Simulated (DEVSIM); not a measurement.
**Si p+/n-/n+ power diode**

System: Si p+/n-/n+ power diode, at 300 K.

```tsv
layer (left to right)	material	thickness (μm)	Nd (cm⁻³)	Na (cm⁻³)	τn (s)	τp (s)
1	Si	2.90	-	3.2e18	3.3e-7	3.3e-7
2	Si	15.0	4.8e14	-	3.3e-7	3.3e-7
3	Si	1.40	2.8e18	-	3.3e-7	3.3e-7
```

Left contact: ohmic. Right contact: ohmic. Voltage is applied to the left contact. Recombination: SRH at mid-gap, radiative, Auger. Gap narrowing is on: ΔEg = 6.92 meV × (l + √(l² + 0.5)), l = ln(N/1.3e17 cm⁻³), shared equally by both band edges. Mobility is μmin + (μ − μmin)/(1 + (N/Nref)^α).

This is a model device: material constants are rounded textbook-type values typed into the input, and sizes, dopings and lifetimes were drawn at random. Values at 300 K.

```
parameter           Si
-------------  -------
gap (eV)         1.124
affinity (eV)     4.05
permittivity      11.7
Nc (cm⁻³)      2.86e19
Nv (cm⁻³)       3.1e19
μn (cm²/Vs)       1417
μp (cm²/Vs)        470
μn,min              52
μp,min              45
Nref,n          9.7e16
Nref,p          2.2e17
αn                0.68
αp                0.72
B (cm³/s)      4.7e-15
Cn (cm⁶/s)     2.8e-31
Cp (cm⁶/s)     9.9e-32
```

Model (solved in DEVSIM): 1D drift-diffusion, Boltzmann statistics, complete ionisation; no tunnelling, impact ionisation, image-force lowering or self-heating.

The potential step across the device at zero bias is 0.961 V, the dark forward voltage at 1 A/cm² is 0.644 V and the dark forward voltage at 100 A/cm² comes out as 0.828 V.

Dark forward current:

```
V (V)  J (A/cm²)
-----  ---------
0.05      6.9e-8
0.10      2.5e-7
0.15      8.0e-7
0.20      2.5e-6
0.25      8.8e-6
0.30      3.5e-5
0.35     0.00017
0.40     0.00094
0.45      0.0057
0.50       0.032
0.55        0.13
0.60        0.40
0.65         1.1
0.70         3.4
0.75          11
0.80          44
0.85         190
0.90         770
0.95        2500
```

Dark reverse current:

```
V (V)    J (A/cm²)
-------  ---------
-2.00      -4.4e-7
-5.00      -7.8e-7
-10.00     -1.2e-6
-15.00     -1.5e-6
-20.00     -1.7e-6
-30.00     -2.2e-6
-40.00     -2.5e-6
-50.00     -2.9e-6
-65.00     -3.3e-6
-80.00     -3.7e-6
-100.00    -3.9e-6
```
